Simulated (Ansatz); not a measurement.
Take MoP (space group P-6m2, No. 187; a = 3.2076 Å, c = 3.1727 Å; relaxed with 0.1 eV smearing) as the base. Axes: x lies along a and z along c of the hexagonal cell.

Method: Kohn–Sham DFT with the PBEsol functional, run in Ansatz (a quantum-chemistry and plane-wave program) with PAW and 420 eV plane waves, no spin-orbit coupling.

For the base:

The shortest interatomic distance is 2.438 Å.

Perturbation: the cell is stretched by 1.15 % along y with no lateral relaxation, atoms relaxed at fixed cell.

Predict the new stress, energy relative to the base and shortest interatomic distance.

The stress (xx, yy, zz, yz, xz, xy; compression positive) amounts to (-1.4, -4.0, -1.9, 0.0, 0.0, 0.0) GPa; the energy increases by 2.1 meV/atom; the shortest interatomic distance grows by 0.0064 Å (2.438 Å → 2.445 Å).

The cells carry an imposed strain or load. No phonon test of stability was made. All final runs are without spin polarisation. An odd electron count without spin: MoP.
